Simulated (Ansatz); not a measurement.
## Pt: response to strain

Consider Pt in the fcc (Cu type) structure (space group Fm-3m, No. 225; relaxed with 0.1 eV smearing).

```yaml
crystal:
  lattice:
    - [0.00000, 1.97088, 1.97088]
    - [1.97088, 0.00000, 1.97088]
    - [1.97088, 1.97088, 0.00000]
  atoms:
    - { symbol: Pt, position: [0.00000, 0.00000, 0.00000] }
```

Cartesian axes are those of the cell as printed.

Strains are applied to the cell and any free atomic positions relax; under biaxial strain the out-of-plane vector relaxes too; under stress the whole cell relaxes.

Method: r2SCAN (Ansatz, an electronic-structure program, PAW, spin-orbit coupling left out).

Notes on the quantities. pressure: mean of the normal stresses, compression positive; energy relative to the base: free energy F.

```csv
variant,space group,pressure,energy relative to the base,volume per atom
base,Fm-3m (No. 225),0.0 GPa,0 meV/atom,15.31 Å³
"biaxial strain −3.17 %, plane normal [001], relaxed out of plane",I4/mmm (No. 139),6.5 GPa,+27 meV/atom,15.01 Å³
"biaxial strain −0.31 %, plane normal [001], relaxed out of plane",I4/mmm (No. 139),0.5 GPa,+0.2 meV/atom,15.28 Å³
"biaxial strain −0.17 %, plane normal [110], relaxed out of plane",Immm (No. 71),0.3 GPa,+0.1 meV/atom,15.29 Å³
"biaxial strain +4.02 %, plane normal [110], relaxed out of plane",Immm (No. 71),-9.2 GPa,+52 meV/atom,16.01 Å³
"biaxial strain +0.45 %, plane normal [111], relaxed out of plane",R-3m (No. 166),-0.9 GPa,+0.6 meV/atom,15.37 Å³
"biaxial strain +1.32 %, plane normal [111], relaxed out of plane",R-3m (No. 166),-2.6 GPa,+5.0 meV/atom,15.48 Å³
isotropic strain −3.60 %,Fm-3m (No. 225),39.9 GPa,+177 meV/atom,13.72 Å³
uniaxial strain ε_xx = −3.09 %,I4/mmm (No. 139),9.3 GPa,+16 meV/atom,14.84 Å³
"uniaxial stress, 1 GPa tension along x",I4/mmm (No. 139),–,+0.3 meV/atom,15.33 Å³
```

A biaxial case was relaxed in a doubled cell and then solved in the primitive one. Stability under load was not tested beyond the relaxation. All final runs are without spin polarisation. Pt lies near a magnetic instability that expansion can trigger; it was not tested.
